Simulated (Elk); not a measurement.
Worked example: self-consistent single point of ZrTaC₂ (R-3m, 4 atoms in the cell) in Elk.

Method of the run: LSDA (von Barth-Hedin), all-electron FP-LAPW, Elk's shipped species files, APW+lo basis with extra local orbitals in Elk 10.2.4.

```
CELL_PARAMETERS angstrom
      1.61627     0.93316     5.30647
     -1.61627     0.93316     5.30647
      0.00000    -1.86631     5.30647
ATOMIC_POSITIONS crystal
  Zr 0.00000 0.00000 0.00000
  Ta 0.50000 0.50000 0.50000
  C  0.75473 0.75473 0.75473
  C  0.24527 0.24527 0.24527
```

Reference input (self-consistent single point, DFT, PBEsol, all-electron FP-LAPW, Elk's shipped species files, APW+lo basis with extra local orbitals): xctype = 22; rgkmax = 7.5; stype = 1; swidth = 0.00183747 Ha; ngridk = 6 6 6; gmaxvr = 16 1/bohr; nxlo = 2; lorbcnd = true; rmtscf = 0.86; lmaxi = 2. This run's input differs from it in these lines:

```diff
@@ -4,3 +4,3 @@
 xctype
-  22
+  5
```

Log, with long lists cut:

```
│ Self-consistent loop started │
│ Loop number : 1 │
 total energy                :     -19270.7707298
│ Loop number : 2 │
 total energy                :     -19271.8402079
RMS change in Kohn-Sham potential (target) :   0.3035776802     (  0.1000000000E-05)
Absolute change in total energy (target)   :    1.069478035     (  0.1000000000E-03)
│ Loop number : 3 │
 total energy                :     -19277.2579501
RMS change in Kohn-Sham potential (target) :   0.2394838727     (  0.1000000000E-05)
Absolute change in total energy (target)   :    5.685111778     (  0.1000000000E-03)
│ Loop number : 4 │
   [... lines left out ...]
Absolute change in total energy (target)   :   0.1138021496E-02 (  0.1000000000E-03)
│ Loop number : 15 │
 total energy                :     -19290.0174804
RMS change in Kohn-Sham potential (target) :   0.8219833201E-06 (  0.1000000000E-05)
Absolute change in total energy (target)   :   0.3787777459E-03 (  0.1000000000E-03)
│ Loop number : 16 │
 total energy                :     -19290.0174278
RMS change in Kohn-Sham potential (target) :   0.4829804413E-06 (  0.1000000000E-05)
Absolute change in total energy (target)   :   0.4209789040E-04 (  0.1000000000E-03)
Convergence targets achieved

│ Loop number : 17 │

Energies :
 Fermi                       :     0.478101441572
 total energy                :     -19290.0173896

Density of states at Fermi energy :    62.61365836
 (states/Hartree/unit cell)

Estimated indirect band gap :   0.1912810820E-02
 from k-point     21 to k-point     11
Estimated direct band gap   :   0.1631302637E-01
 at k-point      1

Charges :
 core                        :    78.00000000
 valence                     :    47.00000000
 interstitial                :    8.201238143
 muffin-tins (core leakage)
  species :    1 (Zr)
   atom    1                 :    37.14081054     (  0.3859884163E-04)
  species :    2 (Ta)
   atom    1                 :    70.57762643     (  0.3873301935E-05)
  species :    3 (C)
   atom    1                 :    4.540162442     (  0.3565388217E-04)
   atom    2                 :    4.540162442     (  0.3565388217E-04)
 total in muffin-tins        :    116.7987619
 total calculated charge     :    124.9947091
 total charge                :    125.0000000
 error                       :   0.5290879277E-02

│ Self-consistent loop stopped │
```

The run converged in 17 iterations. The count includes the last loop, which Elk runs after its targets are met. 

The starting cell comes from a database of computed structures (which also holds hypothetical and non-ambient phases and stackings), without a prior relaxation at this level. Spin-orbit coupling is off. Spin polarisation is off. Values depend on the basis (sphere radii, cutoffs, local orbitals), which need not be converged. The log's line on a gap gives a spacing of levels on this mesh, which the program prints for metals too.

Cost on one core of a shared machine: roughly 70 s.
